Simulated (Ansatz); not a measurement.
Consider the following.

```
CELL_PARAMETERS angstrom
      5.87206     0.00000     0.00000
      0.00000     5.87206     0.00000
      0.00000     0.00000     5.87206
ATOMIC_POSITIONS crystal
  Cs 0.00000 0.00000 0.00000
  Pb 0.50000 0.50000 0.50000
  Br 0.00000 0.50000 0.50000
  Br 0.50000 0.50000 0.00000
  Br 0.50000 0.00000 0.50000
```

No spin polarisation.

All numbers come from Ansatz (an electronic-structure program), PBEsol, PAW, cutoff 420 eV, spin-orbit coupling left out, earlier PAW set. Γ-centred 6×6×6 mesh, Fermi–Dirac width 0.05 eV.

Predict the hole mass, band gap, electron mass and space group.

The hole mass comes out as 0.13 mₑ (at R) and the band gap is 1.44 eV. The electron mass (degenerate bands, along [100]) is 0.077, 0.74, 0.74 mₑ (at R). The space group is Pm-3m (No. 221).

With Pb present, leaving out spin-orbit coupling can change the band edges. Masses are band curvatures over ±0.01 Å⁻¹ around the edge. No phonon test of stability was made. The cell was made from CsSnBr3 by this change: Sn → Pb. Many cubic perovskites are stable only at high temperature; tilts and polar distortions were not tested. This is not the structure that CsPbBr3 has at room temperature and ambient pressure.
